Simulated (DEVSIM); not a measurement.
System: abrupt Si p-n junction, at 250 K.

| layer (left to right) | material | thickness (μm) | Nd (cm⁻³) | Na (cm⁻³) | τn (s) | τp (s) |
|---|---|---|---|---|---|---|
| 1 | Si | 2.40 | - | 1.1e18 | 0.00043 | 0.00043 |
| 2 | Si | 2.40 | 2.4e14 | - | 0.00043 | 0.00043 |

Left contact: ohmic. Right contact: ohmic. Voltage is applied to the left contact. Recombination: SRH at mid-gap. Mobility is μmin + (μ − μmin)/(1 + (N/Nref)^α).

This is a model device: material constants are rounded textbook-type values typed into the input, and sizes, dopings and lifetimes were drawn at random. Values at 300 K; Nc and Nv go as T^1.5, mobilities as T to minus their exponent, the gap by Varshni's rule with the affinity fixed.

```tsv
parameter	Si
gap (eV)	1.124
affinity (eV)	4.05
permittivity	11.7
Nc (cm⁻³)	2.86e19
Nv (cm⁻³)	3.1e19
μn (cm²/Vs)	1417
μp (cm²/Vs)	470
μn,min	52
μp,min	45
Nref,n	9.7e16
Nref,p	2.2e17
αn	0.68
αp	0.72
T exponent of μn	2.3
T exponent of μp	2.2
Varshni α (eV/K)	0.000473
Varshni β (K)	636
```

Model (solved in DEVSIM): 1D drift-diffusion, Boltzmann statistics, complete ionisation; no tunnelling, impact ionisation, image-force lowering or self-heating.

Tabulate band edges, carrier densities and field at zero bias.

Energies count from the Fermi level of the right contact; mesh points crowd at the junctions.

```
x (μm)   Ec (eV)  Ev (eV)  n (cm⁻³)  p (cm⁻³)  field (V/cm)
-------  -------  -------  --------  --------  ------------
0.000      1.070   -0.066     < 1e2    1.1e18           ≈ 0
0.02386    1.070   -0.066     < 1e2    1.1e18           ≈ 0
0.07095    1.070   -0.066     < 1e2    1.1e18           ≈ 0
0.1639     1.070   -0.066     < 1e2    1.1e18           ≈ 0
0.4481     1.070   -0.066     < 1e2    1.1e18           ≈ 0
0.9082     1.070   -0.066     < 1e2    1.1e18           ≈ 0
1.604      1.070   -0.066     < 1e2    1.1e18           ≈ 0
2.097      1.070   -0.066     < 1e2    1.1e18           ≈ 0
2.259      1.070   -0.066     < 1e2    1.1e18           ≈ 0
2.341      1.070   -0.066     < 1e2    1.1e18           ≈ 0
2.382      1.070   -0.066     < 1e2    1.1e18          -520
2.411      1.011   -0.125     < 1e2    7.2e16        -23000
2.445      0.963   -0.174     < 1e2    7.5e15        -10000
2.512      0.908   -0.228     < 1e2    5.9e14         -7200
2.705      0.781   -0.355      4000    1.6e12         -6200
3.026      0.602   -0.534     1.6e7     4.0e8         -5000
3.648      0.363   -0.773    1.0e12      6300         -2700
4.228      0.267   -0.869    9.0e13     < 1e2          -780
4.587      0.250   -0.886    2.0e14     < 1e2          -260
4.704      0.248   -0.888    2.2e14     < 1e2          -200
4.763      0.247   -0.890    2.3e14     < 1e2          -190
4.800      0.246   -0.890    2.4e14     < 1e2          -180
```
